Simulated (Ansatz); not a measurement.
Base system: CdTe in the zinc blende structure (space group F-43m, No. 216; a = 6.558 Å). Axes: x, y, z lie along the cube axes.

Level of theory: r2SCAN, PAW, 500 eV (Ansatz, an electronic-structure program; spin-orbit coupling left out).

Strains are applied to the cell and any free atomic positions relax; under biaxial strain the out-of-plane vector relaxes too.

One change was made to it. Results:

The band gap drops by 0.091 eV to 1.07 eV; the energy rises by 26 meV/atom; the shortest interatomic distance drops by 0.046 Å to 2.794 Å.

Q: Name the change that was made.
A) tensor shear ε_xy = −2.40 %
B) biaxial strain −4.00 %, plane normal [111], relaxed out of plane
C) isotropic strain −0.84 %

A: B, biaxial strain −4.00 %, plane normal [111], relaxed out of plane. For comparison, the band gap in the other runs: isotropic strain −0.84 % gives 1.25 eV; tensor shear ε_xy = −2.40 % gives 1.02 eV.

Spin-orbit coupling, missing from the scalar runs, can matter with Te. Stability against distortions was not tested.
